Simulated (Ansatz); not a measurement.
Ag on the W site (Ag_W) in bcc W (start: the W site; 54-site cell, 4×4×4 shifted sampling), host crystal and elements as references (Δμ(W) = 0.00 eV, Δμ(Ag) = 0.00 eV; Ag taken from its element, since no compound that bounds it was computed at this level; only phases computed here count, gases as isolated molecules at 0 K). All values below come from PBE, PAW (plane waves to 420 eV; Ansatz, an electronic-structure program). In charge state 0 (not spin-polarised) the formation energy is 2.25 eV. The crystal has 6.19 × 10^22 W sites per cm³.

**Question.** Estimate the equilibrium concentration at 1300 K in the dilute limit, leaving out vibrational entropy and degeneracy.

**Answer.** kT = 0.1120 eV; c = N exp(−E_f / kT) = 6.19 × 10^22 × exp(−20.1) ≈ 1 × 10^14 cm^-3. An error of 0.2 eV in E_f moves this by a factor of 6.
